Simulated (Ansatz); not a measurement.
## NbHO3 (model structure, Pmm2, No. 25, 5 atoms in the cell)

Level of theory: PBEsol+SOC (Ansatz, a quantum-chemistry and plane-wave program, plane waves, PAW).

Settings: plane-wave cutoff 520 eV, 8×10×8 k mesh (along the axes of the cell as run), Fermi–Dirac smearing 0.01 eV, PAW data made under PBE.

Cell (relaxed with PBEsol):

```yaml
crystal:
  lattice:
    - [4.07751, 0.00000, 0.00000]
    - [0.00000, 3.82071, 0.00000]
    - [0.00000, 0.00000, 4.04126]
  atoms:
    - { symbol: Nb, position: [0.50000, 0.50000, 0.56368] }
    - { symbol: O, position: [0.00000, 0.50000, 0.45851] }
    - { symbol: O, position: [0.50000, 0.00000, 0.50052] }
    - { symbol: O, position: [0.50000, 0.50000, 0.00562] }
    - { symbol: H, position: [0.00000, 0.50000, 0.21513] }
```

```yaml
band_gap: 1.62 eV (indirect)
smallest_direct_gap_on_the_k_points_sampled: 2.53 eV
direct gap at Γ: 2.68 eV
```

Note: the relaxation could raise the start's symmetry but not lower it, so the cell can be a saddle point.

The result took very roughly 6 core-minutes.

A model structure was made by putting elements into a prototype or built by hand; it is no filed structure, need not be a known phase, and can be a saddle point held by its symmetry.
